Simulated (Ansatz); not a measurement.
System: quartz-high SiO2 (high-temperature phase). Method: LDA (Ansatz, a program for electronic structure, plane waves, PAW).

Settings: plane-wave cutoff 520 eV, 12×12×6 k mesh (along the axes of the cell as run), Fermi–Dirac smearing 0.01 eV, scalar-relativistic PAW data made under PBE.

Cell (relaxed at this level):

```cif
data_O6Si3
_chemical_formula_sum 'Si3 O6'
_space_group_name_H-M_alt 'P6422'
_space_group_IT_number 181
_space_group_name_Hall 'P 64 2 (0 0 2)'
_cell_length_a 5.03878
_cell_length_b 5.03878
_cell_length_c 5.52510
_cell_angle_alpha 90.000
_cell_angle_beta 90.000
_cell_angle_gamma 120.000
loop_
_atom_site_label
_atom_site_type_symbol
_atom_site_symmetry_multiplicity
_atom_site_Wyckoff_symbol
_atom_site_fract_x
_atom_site_fract_y
_atom_site_fract_z
_atom_site_occupancy
Si1 Si 3 c 0.50000 0.00000 0.00000 1
O1 O 6 j 0.20780 0.41561 0.50000 1
```

What does this level give for the band gap?


- band gap = 5.50 eV (on the SCF k mesh)

Note: symmetry holds this phase in the static calculation, where it need not be a minimum; held by symmetry at 0 K, a high-temperature phase can be a saddle point.

The computed numbers hold no vibrational or temperature effects.
